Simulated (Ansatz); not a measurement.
Base system: Ti$_{3}$Al (space group P6_3/mmc, No. 194; a = 5.688 Å, c = 4.608 Å). Axes: x lies along a and z along c of the hexagonal cell.

Computed with Ansatz (a first-principles code), PBEsol, PAW, cutoff 420 eV, no spin-orbit coupling.

Strains are applied to the cell and any free atomic positions relax; under biaxial strain the out-of-plane vector relaxes too.

One change was made to it. Results:

The energy increases by 23 meV/atom; the pressure (mean of the normal stresses, compression positive) goes from zero to -5.3 GPa.

Question: Which change produced these results?
A. biaxial strain +3.29 %, plane normal [001], relaxed out of plane
B. uniaxial strain ε_xx = +5.11 %
C. uniaxial strain ε_zz = −2.20 %

Answer: B, uniaxial strain ε_xx = +5.11 %. For comparison, the pressure in the other runs: biaxial strain +3.29 %, plane normal [001], relaxed out of plane gives -4.5 GPa; uniaxial strain ε_zz = −2.20 % gives 3.0 GPa.

Whether these cells are dynamically stable was not tested. The final runs are not spin-polarised.
